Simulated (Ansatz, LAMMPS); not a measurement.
# L1₂ (Cu3Au-type) Ni3Al, bulk modulus B0

Reference value: 174 GPa (measured, temperature not stated, no zero-point or thermal correction; as tabulated in Zarkevich et al. (2023), arXiv:2304.06869).

| level (code) | value (GPa) | cell (Å³/atom) |
|---|---|---|
| MEAM MoCoNiVFeAlCr_2nn.meam (LAMMPS) | 182 | 11.37 |
| PBE (Ansatz) | 182 | 11.34 |
| PBE-D3(BJ) (Ansatz) | ___ | 10.94 |
| r²SCAN-D4 (Ansatz) | 208 | 10.86 |
| B3LYP (VWN-RPA form) (Ansatz) | 163 | 11.46 |

Q: Complete the blanks.

A: 
- PBE-D3(BJ) (Ansatz, a program for electronic structure), value (GPa): 199

Differences against the reference: MEAM MoCoNiVFeAlCr_2nn.meam +4.6 %, PBE +4.6 %, PBE-D3(BJ) +14.4 %, r²SCAN-D4 +19.5 %, B3LYP (VWN-RPA form) -6.3 %.

Leaving aside MEAM MoCoNiVFeAlCr_2nn.meam (doubt noted below): The reference's temperature isn't stated, so close values are not ranked against it.

The reference isn't brought to a static lattice, while the calculations are for one, so the differences are not the levels' errors alone. A static lattice is as a rule stiffer than a warm one, by over a tenth in soft solids. Spin-polarised runs: PBE (parallel moments), PBE-D3(BJ) (parallel moments), r²SCAN-D4 (parallel moments), B3LYP (VWN-RPA form) (parallel moments). MEAM MoCoNiVFeAlCr_2nn.meam: the potential file covers more elements than this solid holds. Each level is taken at its own relaxed cell. Cutoffs and k meshes differ between the levels. Ansatz's density-functional and Hartree–Fock values are scalar-relativistic unless marked +SOC, with PAW data made under PBE.

Empirical potentials (MEAM MoCoNiVFeAlCr_2nn.meam) are fitted to chosen data: where that held the value shown, agreement is built in, and what lay outside the fit can be far off.

Differences are worked out from the printed values.
